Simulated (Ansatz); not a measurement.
Base system: BeTe in the zinc blende structure (space group F-43m, No. 216; a = 5.657 Å).

Now apply this change: a hydrostatic pressure of 7 GPa.

Levels (all Ansatz, a program for electronic structure, PAW): r2SCAN (500 eV, no spin-orbit coupling); HSE06+SOC (420 eV, noncollinear with spin-orbit coupling).

The geometry is relaxed with r2SCAN.

r2SCAN lowest conduction level above the VBM at special points: X 2.12 eV; K 2.94 eV; U 2.94 eV; Γ 3.93 eV
r2SCAN valence-band top at Γ: 0.00, 0.00, 0.00 eV

**Question.** Predict the lowest conduction level above the VBM at special points and valence-band top at Γ from HSE06+SOC.

**Answer.** The lowest conduction level above the VBM at special points changes from X 2.12 eV; K 2.94 eV; U 2.94 eV; Γ 3.93 eV to X 2.11 eV; K 2.95 eV; U 2.95 eV; Γ 4.01 eV; the valence-band top at Γ (three highest Kramers pairs, from the VBM) changes from 0.00, 0.00, 0.00 eV to 0.00, 0.00, -1.04 eV. The threefold valence maximum splits by Δso ≈ 1.04 eV.

Single points use the geometry relaxed with r2SCAN. Their cutoffs differ, which shifts pressures a little. The hybrid gap comes from the SCF mesh plus the semilocal run's edge points and a few special points and is an upper bound. Differences between runs with and without spin-orbit coupling are approximate. Spin-orbit coupling, missing from the scalar runs, can matter with Te. The levels and masses belong to the bands next to the band gap. Load acts through the strain it causes; cell and atoms are relaxed under it. Stability against distortions was not tested. Competing high-pressure phases were not computed.
